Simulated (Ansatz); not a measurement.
The reference is Cr in the bcc (W type) structure (space group Im-3m, No. 229; non-magnetic).

```
CELL_PARAMETERS angstrom
     -1.41467     1.41467     1.41467
      1.41467    -1.41467     1.41467
      1.41467     1.41467    -1.41467
ATOMIC_POSITIONS crystal
  Cr 0.00000 0.00000 0.00000
```

Method: Kohn–Sham DFT with the r2SCAN functional, run in Ansatz (a quantum-chemistry and plane-wave program) with PAW and 500 eV plane waves, no SOC.

Before the change:

| Item | Result |
|---|---|
| Volume per atom | 11.32 Å³ |

It is then changed as follows: full substitution Cr → Al, then cell and atoms are relaxed.

Tabulated Pauling electronegativity and covalent radius: Cr 1.66, 1.39 Å; Al 1.61, 1.21 Å.

Problem. What happens to the volume per atom?

Solution. The volume per atom rises by 4.89 Å³, from 11.32 Å³ to 16.21 Å³.

No phonon test of stability was made. For Al in this form, whether it has been made was not checked. Seeded moments were not kept for the base. The final runs are not spin-polarised. Real Cr is antiferromagnetic at low temperature and ambient pressure, an order that this cell doesn't hold. This is not the structure that Al has at room temperature and ambient pressure.
